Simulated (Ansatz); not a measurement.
CuI, response to strain

Take CuI in the zinc blende structure (space group F-43m, No. 216) as the base.

```xyz
2
Lattice="0.0000 2.9309 2.9309 2.9309 0.0000 2.9309 2.9309 2.9309 0.0000" Properties=species:S:1:pos:R:3 pbc="T T T"
Cu     0.0000     0.0000     0.0000
I      1.4655     1.4655     1.4655
```

Strains are applied to the cell and any free atomic positions relax.

The values are results of Kohn–Sham DFT with the LDA functional, run in Ansatz (a quantum-chemistry and plane-wave program) with PAW and 420 eV plane waves, no spin-orbit coupling, not measurements.

Notes on the quantities. energy relative to the base: free energy F.

```tsv
isotropic strain (%)	energy relative to the base (meV/atom)
-3	41.0
-2.5	27.8
-2	17.4
-1.5	9.6
-0.5	1.0
0	0.0
0.5	?
1.5	8.5
3	32.0
```

**Question.** Fit ΔE = Aε² + Bε³ (ε in %) to the rows shown and predict the withheld row.

**Answer.** Least squares on the printed values gives A = 4.05 and B = -0.17 meV/atom (largest residual 0.1 meV/atom); this predicts 1.0 meV/atom, and the run gives 1.0 meV/atom, in agreement.

Whether these cells are dynamically stable was not tested. All final runs are without spin polarisation.
